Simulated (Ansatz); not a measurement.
## BP (model structure, P6₂22, No. 180, 6 atoms in the cell): band gap by level of theory

No measured value is used here.

| level (code) | value (eV) | cell (Å³/atom) |
|---|---|---|
| LDA (Ansatz) | 0.00 | 10.54 |
| PBEsol (Ansatz) | 0.00 | 10.54 |
| r²SCAN (Ansatz) | 0.23 (indirect) | 10.85 |
| r²SCAN+rVV10 (Ansatz) | 0.20 (indirect) | 10.82 |

Computed values are for a static lattice. A gap of zero means that the bands touch or overlap; how far they overlap is not shown.  Values are at the PBE-D3(BJ) cell; r²SCAN at the level's own relaxed cell; r²SCAN+rVV10 at the level's own equilibrium cell. Cutoffs differ between the levels. Ansatz's density-functional and Hartree–Fock values are scalar-relativistic unless marked +SOC, with PAW data made under PBE.

A model structure was made by putting elements into a prototype or built by hand; it is no filed structure, need not be a known phase, and can be a saddle point held by its symmetry.

Ansatz is a quantum-chemistry and plane-wave program.
